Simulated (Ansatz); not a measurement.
Defect migration in amorphous Si27O54 (a melt-quenched model of 81 atoms): interstitial Cu, charge state +1. The step: several atoms move together, Cu the farthest; the atom moves 4.23 Å along (0.14, -0.25, -0.29) of the unit cell; the moving atom starts with neighbours O at 1.98, O at 2.06, O at 2.51, O at 2.54 Å and ends with O at 1.87, O at 1.89 Å. DFT values are from Ansatz (plane-wave PAW, 420 eV unless said) in a cell of 81 host sites, spin-restricted, static, with no finite-size correction. The charge state is imposed; whether it is stable for some Fermi level was not computed. Sites that were not tried may lie lower. The start lies 0.30 eV above the lowest site run (PBE). For the PBE band: the saddle point's order was not checked.

```csv
Level,Forward barrier (eV),Cost of the band or of the saddle's single point
"CHGNet universal potential (has no charge state), its own band",0.18,-
"PBE, the Γ point alone, band relaxed",0.53,about 50 core-minutes (a rough figure)
"PBE, a 2×2×2 k-point mesh shifted by half a step, same geometries",0.53,about 3 core-minutes (a rough figure)
"r2SCAN at 500 eV, the Γ point alone, same geometries",0.44,very roughly 100 core-seconds
"HSE06, Γ point alone, same geometries",___,around 8 core-minutes (rough)
```

Q: Fill in the missing entries.

A: 
- HSE06, Γ point alone, same geometries, Forward barrier (eV): 0.47

Ansatz is a program for electronic structure.
